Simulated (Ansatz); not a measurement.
# A computed series for MgO: response to strain

Consider MgO in the rock salt structure (space group Fm-3m, No. 225; a = 4.215 Å). Axes: x, y, z lie along the cube axes.

Strains are applied to the cell and any free atomic positions relax; under biaxial strain the out-of-plane vector relaxes too; under stress the whole cell relaxes.

The values are results of Ansatz (a first-principles code), PBEsol, PAW, cutoff 420 eV, no SOC, earlier PAW set, not measurements.

Notes on the quantities. pressure: mean of the normal stresses, compression positive.

```json
[
 {"change": "base", "shortest interatomic distance": "210.7 pm", "pressure": "0.00 GPa"},
 {"change": "biaxial strain −2.45 %, plane normal [001], relaxed out of plane", "shortest interatomic distance": "205.6 pm", "pressure": "6.26 GPa"},
 {"change": "biaxial strain −2.34 %, plane normal [110], relaxed out of plane", "shortest interatomic distance": "205.8 pm", "pressure": "6.37 GPa"},
 {"change": "biaxial strain +1.98 %, plane normal [110], relaxed out of plane", "shortest interatomic distance": "212.1 pm", "pressure": "-4.63 GPa"},
 {"change": "biaxial strain −1.03 %, plane normal [111], relaxed out of plane", "shortest interatomic distance": "209.6 pm", "pressure": "2.79 GPa"},
 {"change": "biaxial strain +0.76 %, plane normal [111], relaxed out of plane", "shortest interatomic distance": "211.6 pm", "pressure": "-1.91 GPa"},
 {"change": "biaxial strain +2.47 %, plane normal [111], relaxed out of plane", "shortest interatomic distance": "[?]", "pressure": "[?]"},
 {"change": "isotropic strain +0.91 %", "shortest interatomic distance": "212.7 pm", "pressure": "-4.04 GPa"},
 {"change": "uniaxial stress, 8 GPa compression along z", "shortest interatomic distance": "205.0 pm", "pressure": "–"},
 {"change": "tensor shear ε_yz = −0.30 %", "shortest interatomic distance": "210.7 pm", "pressure": "0.01 GPa"}
]
```

Q: Complete the table.

A: 
- biaxial strain +2.47 %, plane normal [111], relaxed out of plane, shortest interatomic distance: 213.6 pm
- biaxial strain +2.47 %, plane normal [111], relaxed out of plane, pressure: -5.79 GPa

A biaxial case was relaxed in a doubled cell and then solved in the primitive one. Stability under load was not tested beyond the relaxation.
